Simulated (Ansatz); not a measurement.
Start from HfO₂ in the fluorite structure (space group Fm-3m, No. 225; a = 5.001 Å). Axes: x, y, z lie along the cube axes.

All numbers come from LDA (Ansatz, a program for electronic structure, PAW, no spin-orbit coupling).

For the base:

| Item | Value |
|---|---|
| Hole mass | 0.28 mₑ along k, 3.0 mₑ across (at X) |

Perturbation: the cell is compressed by 2.00 % along z with no lateral relaxation; the atoms relax in the strained cell.

### Question
What does the calculation give for the hole mass and energy relative to the base after the change?

### Answer
The hole mass changes from 0.28 mₑ along k, 3.0 mₑ across (at X) to 0.28 mₑ along k, 2.7 mₑ across (at X); the energy grows by 8.0 meV/atom.

Spin-orbit coupling, missing from the scalar runs, can matter with Hf. The levels and masses belong to the bands next to the band gap. Effective masses come from finite differences of ±0.01 Å⁻¹. Along k means along the line from Γ to the band edge. Whether these cells are dynamically stable was not tested. This is not the structure that HfO2 has at room temperature and ambient pressure.
